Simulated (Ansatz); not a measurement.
# Ca vacancy + Al on the Ca site + Al on the Ca site (rock-salt CaO host)

Computed with PBE, PAW (plane waves to 420 eV; Ansatz, a first-principles code). The supercell holds 64 host sites (2×2×2 repeats of a cell of 8 atoms), with a 2×2×2 shifted k-point sampling for the final energies. Sites at the start: the Ca site; Ca 3.42 Å away; Ca 3.42 Å away. Finite-size and sampling errors can reach tenths of an eV here. Levels are measured in PBE's own, too narrow, gap. Spin–orbit coupling is left out. Each state is the lowest found from its start.

Formation energies E_f are those of the neutral cell. Chemical conditions: O-rich (Δμ(Ca) = -5.89 eV, Δμ(Al) = -7.45 eV, bounded by corundum; only phases computed here count, gases as isolated molecules at 0 K). Reference phases: Al: fcc Al, Ca: fcc Ca.

The name describes the start; the neighbours show where the atoms ended.

| charge | moment (μB) | point group | largest move off a lattice site (Å) | neighbours of the last Al atom of the defect at the end (Å) | E_f, O-rich (eV) | above the lowest spin state (eV) |
|---|---|---|---|---|---|---|
| 0 | not spin-polarised | C1 | 0.64 | O 1.86, O 1.87, O 1.90, O 1.91, O 2.68 | 3.93 | 0.00 |
| 0 | 0.0 | C1 | 0.64 | O 1.86, O 1.87, O 1.90, O 1.91, O 2.68 | 3.93 | 0.00 |

Point groups are those of the whole cell at tolerances of 0.03 and 0.1 Å ("near" where only the looser one holds); none is given for unsettled states.

Starting moments that weren't kept: charge 0 began with 2 μB and ended with 0.0.

All states together cost roughly 80 core-minutes.
